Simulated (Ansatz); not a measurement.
Fe under a change: Fe → Pt

Start from Fe in the bcc (W type) structure (space group Im-3m, No. 229; a = 2.865 Å; ferromagnetic).

The change: every Fe is replaced by Pt; the structure is relaxed again.

All numbers come from r2SCAN in Ansatz (plane waves to 500 eV, PAW, no SOC), earlier PAW set. Γ-centred 21×21×21 mesh, Fermi–Dirac width 0.05 eV, for the changed cell.

```yaml
volume_per_atom: 15.47 Å³ (base 11.76 Å³)
density: 20.93 g/cm³ (base 7.89 g/cm³)
space_group: Im-3m (No. 229) (base Im-3m (No. 229))
shortest_interatomic_distance: 2.719 Å (base 2.481 Å)
band_gap: zero (base zero)
```

The magnetic state is the one reached from the starting moments; the real material's order can differ, and small cells can't hold many antiferromagnetic ones. Whether these cells are dynamically stable was not tested. For Pt in this form, whether it has been made was not checked. Spin-polarised in the final run: base; the other runs are not. Pt lies near a magnetic instability that expansion can trigger; it was not tested. This is not the structure that Pt has at room temperature and ambient pressure.

Ansatz is an electronic-structure program.
